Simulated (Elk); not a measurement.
Band structure of Eu (Im-3m, 1 atom in the cell).

```
CELL_PARAMETERS angstrom
     -2.23438     2.23438     2.23438
      2.23438    -2.23438     2.23438
      2.23438     2.23438    -2.23438
ATOMIC_POSITIONS crystal
  Eu 0.00000 0.00000 0.00000
```
Moments meant for the start (each program seeds them in its own way; μB, in the order of the atoms Eu): 7.0.

Method: PBE, all-electron FP-LAPW, Elk's shipped species files, default APW+lo basis run with Elk.

Settings: xctype = 20; spinpol = true; rgkmax = 7; stype = 0; swidth = 0.00734986 Ha; ngridk = 8 8 8; reducebf = 0.7; nempty = 12 per atom; bfcmt = [[0.0, 0.0, -7.0]].

The starting cell comes from a database of computed structures (which also holds hypothetical and non-ambient phases and stackings), without a prior relaxation at this level. Its lattice was rescaled by a random factor within 2.5 % of one. Spin-orbit coupling is off. With one magnetic atom in the cell only a parallel order is possible. With U or open f shells several self-consistent states can exist. The f electrons are in the valence without U or exact exchange, which can misplace them near the Fermi level. Spin-orbit terms, which matter for f shells, are left out. Values depend on the basis (sphere radii, cutoffs, local orbitals), which need not be converged.

Levels in eV from the Fermi level, bands 2 to 9 of the first spin channel:
```tsv
point	2	3	4	5	6	7	8	9
Γ	-17.77	-17.77	-17.77	-3.40	2.88	2.88	2.88	3.71
H	-18.10	-18.10	-18.10	-0.05	-0.05	3.69	3.69	3.70
N	-18.24	-17.92	-17.77	-0.74	1.47	1.57	3.69	3.89
P	-18.00	-18.00	-18.00	1.02	1.02	1.02	3.47	4.03
```

Bands cross the Fermi level along this path, so the cell is metallic at this level.

The net moment of the cell came out as 7.50 μB.
